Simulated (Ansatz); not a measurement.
## A self-consistent single point of ScBi (Fm-3m, 2 atoms in the cell) with Ansatz

Method: LDA (PW92), default PAW files made with PBE (plane waves; Ansatz, a first-principles code).

The input file:

Ansatz 0.2 input:
```yaml
# ScBi
crystal:
  lattice:
    - [0.000000, 3.003059, 3.003059]
    - [3.003059, 0.000000, 3.003059]
    - [3.003059, 3.003059, 0.000000]
  atoms:
    - { symbol: Sc, position_ang: [3.003059, 3.003059, 3.003059] }
    - { symbol: Bi, position_ang: [0.000000, 0.000000, 0.000000] }
basis:
  ecutwfc: 30.9 Ry
kpoints:
  mp_grid:
    grid: [10, 10, 10]
hamiltonian:
  xc: lda
  pseudopotentials:
    kind: paw
scf:
  occupations:
    method: gaussian
    width: 0.0073 Ry
output:
  forces: true
  eigenvalues: true
  stress: true
```

Output (repeated stretches shortened):

```
WARN ansatz: RAYON_NUM_THREADS=1 ignored (pool sized by the plan → 1); use --threads N
Pseudopotentials: kind: paw
Pseudopotential: Sc, paw, valence charge 11
Pseudopotential: Bi, paw, valence charge 15
Crystal: 2 atoms, lattice volume = 54.165 Å³
Basis set: ecut = 420.4159175005146 eV, 1067 PW (Γ)
Bands: 17, of which v1, the nominal top of the filled ones, is band 13 counted from 1 (12 counted from 0)
Symmetry: 48 space group operations
Space group: Fm-3m (ITA 225), of the structure as read, at distance tolerance 3.8e-5 Å
k-points: 47 of 1000
PAW frozen core: Sc, regenerated for the run's functional, and the local potential with it
PAW frozen core: Bi, regenerated for the run's functional, and the local potential with it
Initial density: superposition of atomic densities (neutral atoms: chi_scale 0, normalization atom), corrected by the library's trained network
Initial wavefunctions: pseudopotential atomic-orbital guess
Eigensolver: davidson
Functional: x = slater, c = lda
SCF iter   1: F=—  HF=-14176.394741 eV  |F-HF|=—  |Δ(HF+E_count)|=         —  Δρ=4.95e-3  dr2=1.09e-2  ethr=1.77e-3  ⟨swp⟩=4.5  Hψ=3303  notcnv=0
all-band conjugate gradients solve this SCF's bands
preconditioner: auto → none
SCF iter   2: F=—  HF=-14176.393031 eV  |F-HF|=—  |Δ(HF+E_count)|=   1.71e-3  Δρ=1.62e-3  dr2=5.96e-4  ethr=4.17e-5  ⟨swp⟩=2.7  Hψ=1768  notcnv=0
SCF iter   3: F=—  HF=-14176.393094 eV  |F-HF|=—  |Δ(HF+E_count)|=   6.25e-5  Δρ=4.40e-4  dr2=3.56e-5  ethr=2.29e-6  ⟨swp⟩=2.5  Hψ=1157  notcnv=0
SCF iter   4: F=—  HF=-14176.393117 eV  |F-HF|=—  |Δ(HF+E_count)|=   2.34e-5  Δρ=2.29e-5  dr2=4.27e-7  ethr=1.37e-7  ⟨swp⟩=1.7  Hψ=929  notcnv=0
iter 5 did not close the SCF: its close was put off for the readings that it lacked (scf_convergence_deferred on its scf_iter line)
SCF iter   5: F=-14176.393117 eV  HF=-14176.393117 eV  |F-HF|=1.26e-8  |Δ(HF+E_count)|=   1.50e-7  Δρ=8.39e-6  dr2=1.56e-8  ethr=1.64e-9  ⟨swp⟩=2.0  Hψ=1274  notcnv=0
SCF iter   6: F=-14176.393117 eV  HF=-14176.393117 eV  |F-HF|=2.36e-11  |Δ(HF+E_count)|=   5.84e-9  Δρ=1.90e-6  dr2=4.20e-10  ethr=6.02e-11  ⟨swp⟩=2.8  Hψ=2900  notcnv=0
SCF 1 converged in 6 iterations: F = -14176.393117 eV  dr2 = 4.20e-10
SCF converged after 6 iterations
Free energy (F): -14176.393117 eV
Harris-Foulkes:  -14176.393117 eV  (|F-HF|=2.36e-11)
Internal energy: -14176.391108 eV  (E = F + TS)
E sigma→0 (E₀):  -14176.392113 eV
Entropy (-TS):   -0.002009 eV (-1.005 meV/atom)
Fermi energy:    10.639738 eV
--- Per-component energies (eV) ---
  E_band       = -249.936841
  E_kinetic    = 566.505676
  E_local      = -2297.593970  (includes V_loc(G=0)·N_el)
  E_nonlocal   = 647.454884
  E_hartree    = 757.038241
  E_xc         = -253.861152
  E_vxc        = -273.722877  (∫ρ·V_xc dr)
  E_paw        = -11263.501436  (= ΣΔE_a)
  E_vpaw       = -406.656042  (= ΣTr[D̂ρ^β])
  E_aug_tail   = -0.000534  (compensation charges beyond the density's cutoff)
  E_ewald      = -2332.732855
  E_core_change = 0.300038  (= ΣΔE_core)
  E_smearing   = -0.002009  (= −TS)
  E_closure    = -0.000000  (closes the sum)
  Σ components = -14176.393117   (vs F -14176.393117, Δ=0.00e0)
--- Forces (eV/Å), atoms counted from 1 ---
  atom   1  Sc     0.00000000    -0.00000000    -0.00000000
  atom   2  Bi    -0.00000000    -0.00000000     0.00000000
  max |Σ_I F_I| component: 6.21e-29 eV/Å
--- Stress (GPa, compression-positive) ---
       -4.069722       0.000000      -0.000000
        0.000000      -4.069722       0.000000
       -0.000000       0.000000      -4.069722
  P = ⅓ Tr σ = -4.0697 GPa (-40.697 kbar)
  The stress holds the Pulay correction. Without it, at fixed plane waves, as pw.x and ABINIT print it: P = -4.0862 GPa
--- Band table (eV; the first three rows and the last of 47) ---
  k-point 0: bands = ["-39.0659", "-17.9617", "-17.9617", "-17.9617", "-11.4851", "-11.4851", "-11.4284", "-11.4284", "-11.4284", "-1.1186", "11.2492", "11.2492", "11.2492", "11.6642", "11.6642", "11.8258", "11.8258"]
  k-point 1: bands = ["-39.0657", "-17.9650", "-17.9629", "-17.9629", "-11.4824", "-11.4824", "-11.4275", "-11.4267", "-11.4267", "-1.0257", "10.3191", "10.7660", "10.7660", "11.3961", "11.3961", "11.7439", "12.7265"]
  k-point 2: bands = ["-39.0653", "-17.9739", "-17.9661", "-17.9661", "-11.4754", "-11.4754", "-11.4253", "-11.4224", "-11.4224", "-0.7638", "8.7688", "10.0157", "10.0157", "11.5611", "11.5611", "11.7790", "13.7238"]
  k-point 46: bands = ["-39.0635", "-17.9833", "-17.9797", "-17.9784", "-11.4843", "-11.4609", "-11.4244", "-11.4116", "-11.3980", "0.2622", "7.4924", "8.0867", "8.3726", "11.8113", "12.2771", "12.3984", "12.4774"]
```

The run converged in 6 iterations.

The starting cell comes from a database of computed structures (which also holds hypothetical and non-ambient phases and stackings), without a prior relaxation at this level. Its lattice was rescaled by up to half a per cent. Spin-orbit coupling is off. With a pressure of about -4 GPa the cell is away from its equilibrium volume at this level. Ansatz's pressure includes its estimate of the finite-basis (Pulay) stress.
